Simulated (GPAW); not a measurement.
## Worked example: self-consistent single point of HfSiO4 (I4_1/amd, 12 atoms in the cell) in GPAW

Level of theory: PBE, GPAW PAW datasets PBE (gpaw-data 1.0.1) (plane waves; GPAW 25.7.0).

Input:

```python
from ase import Atoms
from ase.units import GPa
from gpaw import GPAW, PW

atoms = Atoms(['Hf', 'Hf', 'Si', 'Si', 'O', 'O', 'O', 'O', 'O', 'O', 'O', 'O'],
              cell=[[-3.241967, 3.241967, 2.950633],
                    [3.241967, -3.241967, 2.950633],
                    [3.241967, 3.241967, -2.950633]],
              positions=[[0.000000, 0.000000, 0.000000],
                         [-0.000000, 3.241967, 1.475316],
                         [3.241967, 0.000000, 1.475316],
                         [0.000000, 0.000000, 2.950633],
                         [3.241967, 2.041726, -1.066949],
                         [4.442208, -0.000000, 0.408368],
                         [-0.000000, 1.200241, 1.883684],
                         [2.041726, 0.000000, 0.408368],
                         [3.241967, 1.200241, 2.542265],
                         [1.200241, 0.000000, 4.017582],
                         [3.241967, -1.200241, 2.542265],
                         [2.041726, 3.241967, 1.066949]],
              pbc=True)

calc = GPAW(mode=PW(950),
            xc='PBE',
            kpts=(3, 3, 3),
            occupations={'name': 'fixed-uniform'},
            nbands=-6,
            convergence={'bands': -4},
            symmetry={'symmorphic': False, 'tolerance': 0.0005},
            maxiter=120)

atoms.calc = calc

energy = atoms.get_potential_energy()
print('Energy (eV):', round(energy, 6))
forces = atoms.get_forces()
print('Forces (eV/Ang):')
print(forces.round(5))
stress = atoms.get_stress()
print('Stress (GPa, Voigt):', (stress / GPa).round(4))
```

Log, with long lists cut:

```
Input parameters:
  convergence: {bands: -4}
  kpts: [3 3 3]
  maxiter: 120
  mode: {ecut: 950.0,
         name: pw}
  nbands: -6
  occupations: {name: fixed-uniform}
  symmetry: {symmorphic: False,
             tolerance: 0.0005}
  xc: PBE

species:
  Hf:
    name: Hafnium
    Z: 72.0
    valence: 12
    core: 60
    charge: 0.0
    file: Hf.PBE.gz

    # Using partial waves for Hf as LCAO basis

  Si:
    name: Silicon
    Z: 14.0
    valence: 4
    core: 10
    charge: 0.0
    file: Si.PBE.gz

    # Using partial waves for Si as LCAO basis

  O:
    name: Oxygen
    Z: 8.0
    valence: 6
    core: 2
    charge: 0.0
    file: O.PBE.gz

    # Using partial waves for O as LCAO basis

Reference energy: -851871.737460  # eV

Spin-paired calculation

Convergence criteria:
 Maximum [total energy] change in last 3 cyles: 0.0005 eV / valence electron
 Maximum integral of absolute [dens]ity change: 0.0001 electrons / valence electron
 Maximum integral of absolute [eigenst]ate change: 4e-08 eV^2 / valence electron
 Maximum number of scf [iter]ations: 120

Symmetries present (total): 16
Symmetries with fractional translations: 8
27 k-points: 3 x 3 x 3 Monkhorst-Pack grid
6 k-points in the irreducible part of the Brillouin zone
       k-points in crystal coordinates                weights
   0:     0.00000000    0.00000000    0.00000000          1/27
   1:     0.33333333   -0.33333333    0.00000000          4/27
   2:     0.33333333   -0.33333333    0.33333333          4/27
   3:     0.33333333    0.00000000    0.00000000          8/27
   4:     0.33333333    0.33333333   -0.33333333          2/27
   5:     0.33333333    0.33333333    0.33333333          8/27

Wave functions: Plane wave expansion
  Cutoff energy: 950.000 eV
  Number of coefficients (min, max): 8234, 8265
  Pulay-stress correction: 0.000000 eV/Ang^3 (de/decut=0.000000)

Occupation numbers: # Uniform distribution of occupation numbers

Eigensolver

Densities:
  Coarse grid: 40*40*40 grid
  Fine grid: 80*80*80 grid
  Total Charge: 0.000000

Density mixing:
  Method: separate
  Backend: pulay
  Linear mixing parameter: 0.05
  old densities: 5
  Damping of long wavelength oscillations: 50

Hamiltonian:
  XC and Coulomb potentials evaluated on a 80*80*80 grid
  External potential:
    NoExternalPotential

XC parameters: PBE with 2 nearest neighbor stencil

Number of atoms: 12
Number of atomic orbitals: 66
Number of bands in calculation: 46
Number of valence electrons: 80
Bands to converge: 42

Density initialized from atomic densities
  46 bands from LCAO basis set

Atomic positions and initial magnetic moments

Positions:
   0 Hf     0.000000    0.000000    0.000000    ( 0.0000,  0.0000,  0.0000)
   1 Hf    -0.000000    3.241967    1.475316    ( 0.0000,  0.0000,  0.0000)
   2 Si     3.241967    0.000000    1.475316    ( 0.0000,  0.0000,  0.0000)
   3 Si     0.000000    0.000000    2.950633    ( 0.0000,  0.0000,  0.0000)
   4 O      3.241967    2.041726   -1.066949    ( 0.0000,  0.0000,  0.0000)
   5 O      4.442208   -0.000000    0.408368    ( 0.0000,  0.0000,  0.0000)
   6 O     -0.000000    1.200241    1.883684    ( 0.0000,  0.0000,  0.0000)
   7 O      2.041726    0.000000    0.408368    ( 0.0000,  0.0000,  0.0000)
   8 O      3.241967    1.200241    2.542265    ( 0.0000,  0.0000,  0.0000)
   9 O      1.200241    0.000000    4.017582    ( 0.0000,  0.0000,  0.0000)
  10 O      3.241967   -1.200241    2.542265    ( 0.0000,  0.0000,  0.0000)
  11 O      2.041726    3.241967    1.066949    ( 0.0000,  0.0000,  0.0000)

Unit cell:
           periodic     x           y           z      points  spacing
  1. axis:    yes   -3.241967    3.241967    2.950633    40     0.1091
  2. axis:    yes    3.241967   -3.241967    2.950633    40     0.1091
  3. axis:    yes    3.241967    3.241967   -2.950633    40     0.1146

  Lengths:   5.452241   5.452241   5.452241
  Angles:  107.030074 107.030074 114.472268

Effective grid spacing dv^(1/3) = 0.1247

     iter     time        total  log10-change:
                         energy   eigst   dens
iter:   1 --:--:--  -116.976756   +0.55
iter:   2 --:--:--  -113.716392   -0.53  -0.82
iter:   3 --:--:--  -103.742711   +0.21  -0.87
iter:   4 --:--:--  -104.015681   -0.51  -1.26
iter:   5 --:--:--  -105.868376   -0.76  -1.32
iter:   6 --:--:--  -104.276895   -0.51  -1.28
iter:   7 --:--:--  -104.350850   -1.25  -2.35
iter:   8 --:--:--  -104.463930   -1.53  -2.14
iter:   9 --:--:--  -104.282206   -1.89  -1.92
iter:  10 --:--:--  -104.279305   -2.51  -2.32
iter:  11 --:--:--  -104.282145c  -3.49  -2.42
iter:  12 --:--:--  -104.273522c  -2.55  -2.43
iter:  13 --:--:--  -104.273940c  -3.03  -3.12
iter:  14 --:--:--  -104.273698c  -3.93  -3.14
iter:  15 --:--:--  -104.273508c  -4.34  -3.22
iter:  16 --:--:--  -104.273512c  -4.62  -3.33
iter:  17 --:--:--  -104.273716c  -4.36  -3.40
iter:  18 --:--:--  -104.273585c  -4.85  -3.40
iter:  19 --:--:--  -104.273557c  -4.64  -3.54
iter:  20 --:--:--  -104.273527c  -5.48  -3.84
iter:  21 --:--:--  -104.273528c  -6.03  -4.41c
iter:  22 --:--:--  -104.273528c  -6.17  -4.45c
iter:  23 --:--:--  -104.273528c  -6.36  -4.50c
iter:  24 --:--:--  -104.273528c  -6.45  -4.53c
iter:  25 --:--:--  -104.273528c  -6.60  -4.65c
iter:  26 --:--:--  -104.273528c  -6.66  -4.83c
iter:  27 --:--:--  -104.273528c  -6.72  -4.55c
iter:  28 --:--:--  -104.273528c  -7.06  -5.10c
iter:  29 --:--:--  -104.273528c  -7.15  -5.11c
iter:  30 --:--:--  -104.273528c  -7.38  -5.21c
iter:  31 --:--:--  -104.273528c  -7.71c -5.53c

Converged after 31 iterations.

Dipole moment: (14.566832, -14.566832, -0.000006) |e|*Ang

Energy contributions relative to reference atoms: (reference = -851871.737460)

Kinetic:       +152.546710
Potential:     -149.350812
External:        +0.000000
XC:            -108.941750
Entropy (-ST):   +0.000000
Local:           +1.472325
SIC:             +0.000000
--------------------------
Free energy:   -104.273528
Extrapolated:  -104.273528

Showing only first 2 kpts
 Kpt  Band  Eigenvalues  Occupancy
  0    38      5.44530    2.00000
  0    39      5.98985    2.00000
  0    40     12.02672    0.00000
  0    41     12.30613    0.00000

  1    38      5.35172    2.00000
  1    39      5.57170    2.00000
  1    40     11.69620    0.00000
  1    41     11.71849    0.00000

Fermi level: 8.84303

Gap: 5.706 eV
Transition (v -> c):
  (s=0, k=0, n=39, [0.00, 0.00, 0.00]) -> (s=0, k=1, n=40, [0.33, -0.33, 0.00])
Direct/indirect transitions are different
Direct gap: 6.037 eV
Transition at: (s=0, k=0, n=39, [0.00, 0.00, 0.00])
Energy (eV): -104.273528

Forces in eV/Ang:
  0 Hf    0.00000    0.00000   -0.00000
  1 Hf    0.00000    0.00000   -0.00000
  2 Si    0.00000    0.00000   -0.00000
  3 Si    0.00000    0.00000   -0.00000
  4 O     0.00000   -0.59308   -0.40637
  5 O     0.59308   -0.00000   -0.40637
  6 O     0.00000    0.59308   -0.40637
  7 O    -0.59308   -0.00000   -0.40637
  8 O     0.00000    0.59308    0.40637
  9 O     0.59308   -0.00000    0.40637
 10 O     0.00000   -0.59308    0.40637
 11 O    -0.59308   -0.00000    0.40637

Stress tensor:
    -0.123032    -0.000000    -0.000000
    -0.000000    -0.123032    -0.000000
    -0.000000    -0.000000    -0.134046
Stress (GPa, Voigt): [-19.712  -19.712  -21.4766  -0.      -0.      -0.    ]
```

The run converged in 31 iterations. GPAW prints stress with tension positive.

At such cutoffs GPAW's stress carries a finite-basis (Pulay) error, which enters relaxed cells too; its log prints stress with tension positive.

The starting cell comes from a database of computed structures (which also holds hypothetical and non-ambient phases and stackings), without a prior relaxation at this level. Its lattice was rescaled by a random factor within 2.5 % of one. Spin-orbit coupling is off.

Cost on one core of a shared machine: roughly 70 s.
